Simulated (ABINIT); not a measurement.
**Equation of state of hcp Re (space group 194): energy against volume (ABINIT, LDA)**

```
Re
1.0
    2.65266     0.00000     0.00000
   -1.32633     2.29727     0.00000
    0.00000     0.00000     4.28654
Re
2
Direct
  0.66667   0.33333   0.75000
  0.33333   0.66667   0.25000
```

Computed with LDA (PW92), norm-conserving pseudopotentials (PseudoDojo nc-sr-04 LDA standard) (plane waves; ABINIT 10.0.3). Settings: pseudos = [Re.upf]; ecut = 94 Ry; occopt = 3; tsmear = 0.05 eV; ngkpt = 21 21 11; nshiftk = 1; shiftk = 0 0 0; potentials = PseudoDojo nc-sr-04 LDA standard; nband = 21; kptopt = 1; nstep = 80; toldfe = 1e-09 Ha. The cell above is the first row's. The rows scale it uniformly. In all rows fractional positions and the k mesh are held. E is the free energy at the stated smearing, counted from the lowest row.

| V (Å^3/atom) | E (meV/atom) |
|---|---|
| 13.061 | 160.15 |
| 13.345 | 91.35 |
| 13.629 | 43.07 |
| 13.913 | 13.24 |
| 14.196 | 0.00 |
| 14.480 | 1.67 |
| 14.764 | 16.73 |
| 15.048 | 43.80 |
| 15.332 | ? |

Fit E against V with the third-order Birch-Murnaghan form, a cubic in V^(-2/3), and predict the withheld value at V = 15.332.

With u = V^(-2/3) - 0.172, the rows have u = 0.008308, 0.005741, 0.003263, 0.000870, -0.001435, -0.003673, -0.005838, -0.007936. Least squares gives E = 6.477 + 6536.80·u + 1427884·u² + 1424540·u³. Residuals (row less fit): -0.008, 0.014, 0.011, -0.006, -0.033, 0.010, 0.033, -0.017; standard error 0.027 (degrees of freedom: 4). Its minimum lies at u = -0.002297, so V0 = (0.169703)^(-3/2) = 14.30. There d²E/du² = 2836000 and d³E/du³ = 8547000, so B0 = (4/9) × 14.30^(-7/3) × 2836000 × 0.160218 = 407 GPa (the last factor turns the table's units into GPa), and B0' = 4 + (2/3) × 0.169703 × (8547000)/2836000 = 4.3. The program's pressures in the fitted runs (not shown) pass through zero at V = 14.30, 0.01 % from this V0. At the withheld row, u = -0.009968, so E = 6.477 + 6536.80 × (-0.009968) + 1427884 × (-0.009968)² + 1424540 × (-0.009968)³ = 81.783 meV/atom. The calculation gives 81.65 meV/atom, 0.133 meV/atom below the prediction (0.1 % of the range of E in the table). The row lies outside the fitted rows, so this is an extrapolation. From the scatter of the fitted rows alone, a prediction at this place has a standard error of 0.066 meV/atom, so the miss is 2.0 times that.

Carrying the step between the two nearest rows on in a straight line would have given 70.87, off by 10.78; series whose last step already gives the withheld value aren't shown. The scan was laid around a cell of about the measured size, scaled by a guess for this functional; axis ratios and inner coordinates come from that cell. The runs keep the symmetry of the cell, so they don't test it for distortions. Spin polarisation is off. Spin-orbit coupling is off. The shape of the cell and the inner coordinates aren't relaxed, so V0 and B0 belong to this uniform scaling; a relaxed crystal lies no higher in energy and is usually softer. Cutoffs and mesh are single choices, not tested for convergence of this quantity. Series with a scatter that would blur these digits, or in which a gap closes, are not shown. Nor are scans whose minimum lies at an end fitted in this form.
